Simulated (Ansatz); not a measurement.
# AlB2-type MgB₂: polycrystal shear modulus by level of theory

No measured value is used here.

| level (code) | value (GPa) | cell (Å³/atom) |
|---|---|---|
| LDA (Ansatz) | 129 | 9.19 |
| PBE (Ansatz) | 120 | 9.62 |
| PBEsol (Ansatz) | (withheld) | 9.48 |
| r²SCAN (Ansatz) | 130 | 9.55 |

### Question
What belongs in the gaps?

### Answer

- PBEsol (Ansatz, a quantum-chemistry and plane-wave program), value (GPa): 124

Each level is taken at its own relaxed cell. Cutoffs differ between the levels. Ansatz's density-functional and Hartree–Fock values are scalar-relativistic unless marked +SOC, with PAW data made under PBE.
